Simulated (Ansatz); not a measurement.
Defect migration in fcc Cu: Ge-vacancy pair (Ge on one host Cu site, one Cu site vacant), neutral cell. The step: the Ge atom itself jumps into the vacancy (Ge-vacancy distance between ideal sites 2.57 Å throughout); the atom moves 2.39 Å along (0.00, 0.47, 0.47) of the unit cell; the moving atom starts with neighbours 4 Cu at 2.53, 2 Cu at 2.59, 5 Cu at 2.64 Å and ends with 4 Cu at 2.53, 2 Cu at 2.59, 5 Cu at 2.64 Å. A PBE band in Ansatz (plane-wave PAW, a 2×2×2 k-point mesh shifted by half a step, 32 host sites, 17 SCF runs with any check of the saddle's order, static, no finite-size correction) gives a forward barrier of 0.46 eV. The saddle point's order was not checked, and it lies on a symmetry element of the cell, where a band can be held. Forms of the defect that were not tried may lie lower.

Single points at the band's start and saddle point can refine it. Rough cost of one point, in units of the band's mean SCF on the same machine:

```json
[
 {"Level": "PBE, a 4×4×4 k-point mesh shifted by half a step", "Cost of one point": "about 7"},
 {"Level": "r2SCAN at 500 eV, a 2×2×2 k-point mesh shifted by half a step", "Cost of one point": "about 3"}
]
```

### Question
Which of these move the barrier by more than 0.1 eV, and how far does each move it?

### Answer
Not one does. PBE, a 4×4×4 k-point mesh shifted by half a step: +0.02 eV; r2SCAN at 500 eV, a 2×2×2 k-point mesh shifted by half a step: +0.03 eV. Each functional is compared with PBE at the same k-points.

Ansatz is an electronic-structure program.
